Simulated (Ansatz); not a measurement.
# S interstitial in fcc Pt

These are PBE, PAW (plane waves to 420 eV; Ansatz, an electronic-structure program) values and carry that method's errors. Details: 32-site cell; 6×6×6 shifted k-points; start: void with 4Pt nearest; no spin–orbit coupling; not converged in cell size; the relaxation kept the symmetry of the starting site; relaxed from one start, so a lower configuration may exist.

Neighbours after relaxation, in Å: of the S atom: Pt 2.09, Pt 2.09, Pt 2.09, Pt 2.09.

Formation energies E_f are those of the neutral cell. Chemical conditions: impurity bounded by its compound with the host (Δμ(S) = -0.88 eV, bounded by PtS (P4_2/mmc); only phases computed here count, gases as isolated molecules at 0 K). Reference phases: S: S8 molecule in a box.

The name describes the start; the neighbours show where the added atom ended.

```json
[
 {"charge": "0", "moment (μB)": "not spin-polarised", "point group": "Td", "largest move off a lattice site (Å)": "0.37", "E_f, impurity bounded by its compound with the host (eV)": "3.84"}
]
```

Point groups are those of the whole cell at tolerances of 0.03 and 0.1 Å ("near" where only the looser one holds); none is given for unsettled states.
